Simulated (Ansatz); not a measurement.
Ansatz (a first-principles code) run on Cs₂PdCl₄ (P4mm, 7 atoms in the cell): relaxation of the atoms.

Method of the run: LDA (PW92), default PAW files made with PBE (plane waves; Ansatz).

The change in words: one atom moved by 0.15 angstrom; relax: default → atoms; relax.f_tol: default → 0.2 eV/Å. Reference geometry:
```yaml
crystal:
  lattice:
    - [7.53176, 0.00000, 0.00000]
    - [0.00000, 7.53176, 0.00000]
    - [0.00000, 0.00000, 4.68752]
  atoms:
    - { symbol: Cs, position: [0.00000, 0.50000, 0.50000] }
    - { symbol: Cs, position: [0.50000, 0.00000, 0.50000] }
    - { symbol: Pd, position: [0.00000, 0.00000, 0.00000] }
    - { symbol: Cl, position: [0.21866, 0.21866, 0.00000] }
    - { symbol: Cl, position: [0.78134, 0.78134, 0.00000] }
    - { symbol: Cl, position: [0.78134, 0.21866, 0.00000] }
    - { symbol: Cl, position: [0.21866, 0.78134, 0.00000] }
```

Reference input (self-consistent single point, DFT, LDA (PW92), plane waves, default PAW files made with PBE): basis.ecutwfc = 420 eV; kpoints.mp_grid.grid = 4 4 5; hamiltonian.xc = lda; hamiltonian.pseudopotentials = {kind: paw} (the program's default PAW files); scf.occupations.method = fixed. This run's input differs from it in these lines:

```diff
@@ -9,3 +9,3 @@
     - { symbol: Cs, position: [0.50000000, 0.00000000, 0.50000000] }
-    - { symbol: Pd, position: [0.00000000, 0.00000000, 0.00000000] }
+    - { symbol: Pd, position: [0.00000000, 0.00000000, 0.03200000] }
     - { symbol: Cl, position: [0.21866000, 0.21866000, 0.00000000] }
@@ -26,2 +26,4 @@
     method: fixed
+relax:
+  f_tol: 0.2
 output:
```

Log, with long lists cut:

```
   [... SCF lines of the steps left out ...]
relax step   1: F+E_penalty+E_count = -22040.21351915 eV  Δ(F+E_penalty+E_count) = +0.000e0 eV  max|allowed force component| = 7.631e-1 eV/Å  Δτ_max = 0.0000 Å  (6 SCF iters, dr2 threshold 1.00e-4 eV, accepted)
relax step   2: F+E_penalty+E_count = -22040.32158287 eV  Δ(F+E_penalty+E_count) = -1.081e-1 eV  max|allowed force component| = 9.464e-2 eV/Å  Δτ_max = 0.1125 Å  (8 SCF iters, accepted)
the relaxation is at rest under the 8 symmetry operations that the run kept from its start: a minimum is not shown …
Free energy (F): -22040.321583 eV
Internal energy: -22040.321583 eV  (E = F + TS)
E sigma→0 (E₀):  -22040.321583 eV
Fermi energy:    1.914838 eV
--- Forces (eV/Å), atoms counted from 1 ---
  atom   1  Cs     0.00000000     0.00000000     0.00798555
  atom   2  Cs     0.00000000     0.00000000     0.00798555
  atom   3  Pd     0.00000000     0.00000000    -0.07475445
  atom   4  Cl    -0.09464182    -0.09464182     0.01471935
  atom   5  Cl     0.09464182     0.09464182     0.01471935
  atom   6  Cl     0.09464182    -0.09464182     0.01471935
   [... lines left out ...]
    - { symbol: Cl, position: [0.21512867689983906, 0.21512867689983906, 0.004676700105642045] }
    - { symbol: Cl, position: [0.7848713231001611, 0.7848713231001611, 0.004676700105642044] }
    - { symbol: Cl, position: [0.7848713231001611, 0.21512867689983906, 0.004676700105642044] }
    - { symbol: Cl, position: [0.21512867689983906, 0.7848713231001611, 0.004676700105642045] }
```

The run converged.  The full log also holds: “iter 4 did not close the SCF: its close was put off for the readings that it lacked (scf_convergence_deferred on its scf_iter line)”.

Summary of the result:
| Item | Value |
|---|---|
| Free energy E − TS (on the zero of these files) | -22040.3216 eV |
| Top of the valence band (on the code's own zero) | 1.91 eV |
| Gap on the k-point mesh | 1.76 eV |
| Pressure | -1.68 GPa |
| Largest force (vector length) | 0.135 eV/Å |
| Relaxation steps | 2 |

The starting cell comes from a database of computed structures (which also holds hypothetical and non-ambient phases and stackings), without a prior relaxation at this level. Its lattice was rescaled by up to half a per cent. For this run, on top of that: one atom moved by 0.15 angstrom. The relaxation keeps the symmetry of its start, so its end need not be a minimum. Ansatz's pressure includes its estimate of the finite-basis (Pulay) stress.

Cost on one core of a shared machine: roughly 30 s.

Keys are those of Ansatz 0.2.
